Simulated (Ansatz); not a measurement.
MgS (model structure, started from the HgTe type, Fm-3m, No. 225, 6 atoms in the cell), treated with PBE in Ansatz (plane waves, PAW).

Run with plane-wave cutoff 520 eV, 12×12×4 k mesh (along the axes of the cell as run), Fermi–Dirac smearing 0.01 eV, scalar-relativistic PAW data made under PBE.

Cell (relaxed with PBEsol):

Space group Fm-3m (No. 225); a = 5.1820 Å, b = 5.1820 Å, c = 5.1820 Å, α = 90.00°, β = 90.00°, γ = 90.00°

```csv
atom,site,symmetry,x,y,z
Mg,4b,m-3m,0.5000,0.5000,0.5000
S,4a,m-3m,0.0000,0.0000,0.0000
```
(The calculation used a cell of 6 atoms; values per cell refer to that cell.)

### Question
Estimate the band gap, smallest direct gap on the k points sampled and Γ–Γ gap that the calculation returns.

### Answer

- band gap: 2.82 eV (indirect)
- smallest direct gap on the k points sampled: 3.75 eV
- Γ–Γ gap: 3.82 eV

Note: cell and atoms aren't relaxed at this level (pressure 2.2 GPa).

The computed numbers hold no vibrational or temperature effects.

Computing time: roughly 60 core-seconds.

A model structure was made by putting elements into a prototype or built by hand; here it ended with the formula and space group of a phase in our tables.

Ansatz is a quantum-chemistry and plane-wave program.
